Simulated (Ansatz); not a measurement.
Cost and result by functional for the surface energy of the (111) surface of fcc Ag in its 1x1 cell, outermost plane spacing 2.40 Å in the ideal cut, in Ansatz (plane waves, PAW). Single points on the PBE structure, on one kind of machine; costs are rough ratios of the slab run's core time (references not counted) to the cheapest single point. r2SCAN's cost holds its higher cutoff (500 against 420 eV). Differences are taken against r2SCAN for comparison alone: no measured value is at hand, so the table doesn't rank accuracy.

Set-up: 5 atoms, 9.6 Å thick at the start (thin: gaps and levels are the slab's own); mesh 15x15x1; 0.1 eV smearing; dipole correction on; all atoms relaxed; held to the start's symmetry, so lower structures may exist; no spin, no spin-orbit, no U. These notes are the PBE run's.

| functional | relative cost | surface energy (J/m²) | less r2SCAN (J/m²) |
|---|---|---|---|
| PBEsol | 1 | 0.99 | 0.09 |
| LDA | 1 | 1.15 | 0.25 |
| RPBE | 1 | 0.52 | -0.38 |
| r2SCAN | 3 | 0.90 | 0.00 |
| PBE (the relaxed run's value) | – | 0.72 | -0.18 |

The values span 0.63 J/m², while the single points' costs differ by a factor of roughly 3. Differences are of unrounded values.

Ansatz is an electronic-structure program.
